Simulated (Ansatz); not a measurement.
System: CaMnO3 (Pnma, No. 62; cell taken from a computed entry). Method: PBE0 (Ansatz, a quantum-chemistry and plane-wave program, plane waves, PAW).

Settings: plane-wave cutoff 460 eV, 4×4×4 k mesh, Fermi–Dirac smearing 0.01 eV, spin-polarised start, scalar-relativistic PAW data made under PBE.

Cell (relaxed with PBEsol):

Space group Pnma (No. 62); a = 5.2714 Å, b = 7.3953 Å, c = 5.2136 Å, α = β = γ = 90.00°

```
atom  site  symmetry       x       y       z
----  ----  --------  ------  ------  ------
Ca      4c       .m.  0.0435  0.2500  0.9912
Mn      4b        -1  0.0000  0.0000  0.5000
O       4c       .m.  0.4858  0.2500  0.0739
O       8d         1  0.2099  0.5383  0.2088
```

Question: What does this level give for the band gap?

Answer: 
- band gap: 2.67 eV (on the SCF k mesh) (direct)

Note: the magnetic order was assumed, not searched for or taken from measurement; cell and atoms aren't relaxed at this level (largest force component 0.12 eV/Å, pressure 0.9 GPa); this cell isn't known to be the ambient phase, and symmetry holds it in the calculation.

The computed numbers hold no vibrational or temperature effects.
